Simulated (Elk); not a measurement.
Band structure of LaGa3Pd2 (P6/mmm, 6 atoms in the cell).

```yaml
crystal:
  lattice:
    - [5.44368, 0.00000, 0.00000]
    - [-2.72184, 4.71436, 0.00000]
    - [0.00000, 0.00000, 4.29021]
  atoms:
    - { symbol: La, position: [0.00000, 0.00000, 0.00000] }
    - { symbol: Ga, position: [0.50000, 0.00000, 0.50000] }
    - { symbol: Ga, position: [0.50000, 0.50000, 0.50000] }
    - { symbol: Ga, position: [0.00000, 0.50000, 0.50000] }
    - { symbol: Pd, position: [0.66667, 0.33333, 0.00000] }
    - { symbol: Pd, position: [0.33333, 0.66667, 0.00000] }
```

Level of theory: PBEsol, all-electron FP-LAPW, Elk's shipped species files, APW+lo basis with extra local orbitals (Elk).

Settings: xctype = 22; rgkmax = 8; stype = 0; swidth = 0.00183747 Ha; ngridk = 6 6 7; gmaxvr = 16 1/bohr; nxlo = 2; lorbcnd = true; rmtscf = 0.94; lmaxi = 2.

The starting cell comes from a database of computed structures (which also holds hypothetical and non-ambient phases and stackings), without a prior relaxation at this level. Spin polarisation is off. Values depend on the basis (sphere radii, cutoffs, local orbitals), which need not be converged.

Levels in eV from the Fermi level, bands 41 to 48:
```tsv
point	41	42	43	44	45	46	47	48
Γ	-1.16	-0.68	-0.57	-0.57	-0.25	2.31	2.38	2.38
M	-1.65	-0.24	1.37	1.41	1.69	1.81	1.91	2.24
K	-0.13	0.12	0.12	0.59	0.59	2.17	2.17	2.39
A	-0.79	-0.79	-0.70	-0.70	0.43	0.43	1.52	2.15
L	-1.77	-0.61	-0.45	0.56	2.05	2.26	2.32	2.38
H	-1.71	-1.21	-0.85	0.75	0.75	2.26	2.41	2.41
```

Bands cross the Fermi level along this path, so the cell is metallic at this level.
